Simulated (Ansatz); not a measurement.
# Converging shifted k-point meshes: K3VSe4 (Fmm2, 8 atoms in the cell)

```xyz
8
Lattice="-3.5214 3.5214 6.5210 3.5214 -3.5214 6.5210 3.5214 3.5214 -6.5210" Properties=species:S:1:pos:R:3 pbc="T T T"
K      0.0000     0.0000     6.5710
K      0.0000     3.5214     3.2605
K      3.5214     0.0000     3.2605
V      0.0000     0.0000     0.0000
Se     2.1853    -2.1853     7.8187
Se     1.3361     1.3361    -1.2977
Se    -2.1853     2.1853     7.8187
Se     2.1853     2.1853     5.2233
```

Computed with LDA (PW92), default PAW files made with PBE (plane waves; Ansatz, an electronic-structure program).

Base settings: basis.ecutwfc = 30.9 Ry; kpoints.mp_grid.grid = 3 3 3; hamiltonian.xc = lda; hamiltonian.pseudopotentials = {kind: paw} (the program's default PAW files); scf.occupations.method = fermi_dirac; scf.occupations.width = 0.0037 Ry.

In this ladder: kpoints.mp_grid.shift = 0.5 0.5 0.5.

Only quantities that move along the ladder and can be compared are tabulated.

The count of work is k-points × plane waves × bands × iterations; it is no time. Core times come from one kind of shared machine, to one figure; runs under 30 s give none.

The starting cell comes from a database of computed structures (which also holds hypothetical and non-ambient phases and stackings), without a prior relaxation at this level. Its lattice was rescaled by up to half a per cent. One atom was moved a little off its site on purpose. Ansatz's pressure includes its estimate of the finite-basis (Pulay) stress.

Steps (kpoints.mp_grid.grid): 1 1 1; 2 2 2; 3 3 3; 4 4 4; 5 5 5; 6 6 6; 7 7 7; 8 8 8; 9 9 9; 11 11 11; 12 12 12.

### Question
What is the coarsest kpoints.mp_grid.grid that holds the pressure within 0.1 GPa of the last step, with all finer ones?

### Answer
2 2 2, at 0.011 of the last step's count of work; the step before is off by 0.44 GPa.

### Question
What is the coarsest kpoints.mp_grid.grid that holds the free energy within 2 meV/atom of the last step, with all finer ones?

### Answer
2 2 2, at 0.011 of the last step's count of work; the step before is off by 69 meV/atom.

### Question
What is the coarsest kpoints.mp_grid.grid that holds the forces within 0.005 eV/Å of the last step, with all finer ones?

### Answer
2 2 2, at 0.011 of the last step's count of work; the step before is off by 0.16 eV/Å.

```csv
kpoints.mp_grid.grid,free energy less the last step's (meV/atom),pressure (GPa),largest difference of a force vector from the last step's (eV/Å),count of work / last,core time / last (rough)
1 1 1,68.97,-1.51,0.155,0.0041,–
2 2 2,0.52,-1.94,0.003,0.011,–
3 3 3,0.02,-1.94,0.000,0.029,–
4 4 4,0.00,-1.94,0.000,0.055,–
5 5 5,0.00,-1.94,0.000,0.099,0.1
6 6 6,0.00,-1.94,0.000,0.15,0.2
7 7 7,0.00,-1.94,0.000,0.23,0.3
8 8 8,0.00,-1.94,0.000,0.33,0.3
9 9 9,0.00,-1.94,0.000,0.46,0.5
11 11 11,0.00,-1.94,0.000,0.79,0.9
12 12 12,0.00,-1.94,0.000,1.0,1
```

Keys are those of Ansatz 0.2.
